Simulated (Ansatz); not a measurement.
A computed series for WS2: pressure series

Take WS₂ in the 2H-MoS2 type structure (space group P6_3/mmc, No. 194; a = 3.115 Å, c = 11.773 Å; layered, stacked along the Cartesian z axis) as the base.

Cell and atoms are relaxed at each pressure.

The values are results of Kohn–Sham DFT with the PBEsol-D3(BJ) functional, run in Ansatz (a first-principles code) with PAW and 420 eV plane waves, spin-orbit coupling left out, not measurements.

Candidates:
(a) pressure 9 GPa
(b) pressure 2.1 GPa
(c) pressure 0.9 GPa
(d) pressure −2 GPa
(e) pressure 15 GPa

Before the change:

| Quantity | Value |
|---|---|
| Smallest direct gap | 1.92 eV |

Task: Order them by smallest direct gap, lowest first.

Result: (e) pressure 15 GPa (1.31 eV), (a) pressure 9 GPa (1.59 eV), (d) pressure −2 GPa (1.88 eV), (c) pressure 0.9 GPa (1.94 eV), (b) pressure 2.1 GPa (1.97 eV)

With W present, leaving out spin-orbit coupling can change the band edges. Load acts through the strain it causes; cell and atoms are relaxed under it. Whether these cells are dynamically stable was not tested. No other phases were tried under pressure.
